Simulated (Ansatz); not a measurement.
**C (space group I4_132, No. 214; a hypothetical phase, not in the database extracts checked)**

```
C
1.0
   -2.05236     2.05236     2.05236
    2.05236    -2.05236     2.05236
    2.05236     2.05236    -2.05236
C
4
Cartesian
  1.53927   0.51309  -0.51309
  0.51309  -0.51309   1.53927
 -0.51309   1.53927   0.51309
  0.51309   0.51309   0.51309
```

Computed with DFT with PBEsol, PAW potentials and a 420 eV plane-wave cutoff in Ansatz (a quantum-chemistry and plane-wave program), no spin-orbit coupling. Settings: 16×16×16 k-points, 0.05 eV Fermi–Dirac smearing.

| Quantity | Result |
|---|---|
| Volume per atom | 8.64 Å³ |
| Density | 2.31 g/cm³ |
| Band gap | zero |
| Total energy | -245.405 eV/atom (σ→0; compares only within this code and set-up) |

Stability against distortions was not tested.
